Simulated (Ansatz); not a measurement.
Abridged Ansatz (a program for electronic structure) output:

```
Relaxation: its limit of steps is 50 (relax.max_steps)
Pseudopotential: Cs, paw, valence charge 9
Crystal: 1 atoms, lattice volume = 123.554 Å³
Basis set: ecut = 500 eV, 3103 PW (Γ), exchange–correlation on 160×160×160 points (64 copies of the dense FFT grid, shifted against one another)
Bands: 9, of which v1, the nominal top of the filled ones, is band 5 counted from 1 (4 counted from 0)
Symmetry: 16 space group operations
k-points: 126 of 1331
Functional: x = r2scan, c = r2scan; τ floored in thin density (d = 2e-4 eV/Å³)
SCF iter   1: F=—  HF=-5685.928271 eV  |F-HF|=—  |Δ(HF+E_count)|=         —  Δρ=2.05e-3  dr2=5.03e-3  dr2_τ=1.53e-4  ethr=1.77e-3  ⟨swp⟩=6.1  Hψ=9743  notcnv=0
SCF iter   2: F=—  HF=-5685.929680 eV  |F-HF|=—  |Δ(HF+E_count)|=   1.41e-3  Δρ=1.07e-3  dr2=1.32e-3  dr2_τ=9.10e-5  ethr=5.59e-5  ⟨swp⟩=2.0  Hψ=3265  notcnv=0
SCF 1 converged in 6 iterations: F = -5685.930443 eV  dr2 = 8.80e-9
relax step   1: F+E_penalty+E_count = -5685.93044270 eV  Δ(F+E_penalty+E_count) = +0.000e0 eV  max|allowed force component| = 0.000e0 eV/Å  Δτ_max = 0.0000 Å  P = -0.007 GPa  Ω = 123.554 Å³  (6 SCF iters, dr2 threshold 1.00e-7 eV, accepted)
[... steps on the carried basis left out ...]
relax step  13: F+E_penalty+E_count = -5685.74354111 eV  Δ(F+E_penalty+E_count) = -2.500e-5 eV  max|allowed force component| = 0.000e0 eV/Å  Δτ_max = 0.0000 Å  P = +0.668 GPa  Ω = 98.609 Å³  stress off target by 2.91e-3 GPa  SCF on the basis re-selected at this cell (its energy is not comparable with the rows above)  (8 SCF iters)
SCF converged after 8 iterations
Free energy (F): -5685.743541 eV
Internal energy: -5685.732855 eV  (E = F + TS)
E sigma→0 (E₀):  -5685.738198 eV
Entropy (-TS):   -0.010686 eV (-10.686 meV/atom)
Fermi energy:    3.092313 eV
--- Forces (eV/Å), atoms counted from 1 ---
  atom   1  Cs    -0.00000000     0.00000000     0.00000000
--- Stress (GPa, compression-positive) ---
        0.002913       0.000000       0.000000
        0.000000       0.002913       0.000000
        0.000000       0.000000       1.998472
  P = ⅓ Tr σ = 0.6681 GPa (6.681 kbar)
--- Relaxed structure (12 steps of the walk, 12 accepted, 1 SCFs on fresh bases) ---
  cell:  # Å, volume = 98.6086 Å³
    - [-3.4765853254577106, 3.4765853254577106, 2.039618571102091]
    - [3.4765853254577106, -3.4765853254577106, 2.039618571102091]
    - [3.4765853254577106, 3.4765853254577106, -2.039618571102091]
  atoms:
    - { symbol: Cs, position: [0.0, 0.0, 0.0] }
```

### Question
What was computed, and what are the main results?

### Answer
Cs, 1 atom in the cell, with r2SCAN (Ansatz), no spin-orbit coupling, from a series relaxed to a target (uniaxial stress, 2 GPa compression along z). The last SCF converged to F = -5685.743541 eV, or -5685.7435 eV per atom. The total energy compares only with runs of the same code, potentials and settings.

Without a gap, meshes like the base's 11×11×11 leave anisotropic stresses uncertain by several tenths of a GPa, and small strain energies with them. Load acts through the strain it causes; cell and atoms are relaxed under it. Stability under load was not tested beyond the relaxation. The cell was made from Cs in the bcc (W type) structure (space group Im-3m, No. 229) by this change: uniaxial stress, 2 GPa compression along z. Under uniaxial stress, 2 GPa compression along z the cell changed shape so far that it is another structure.

Keys are those of Ansatz 0.2.
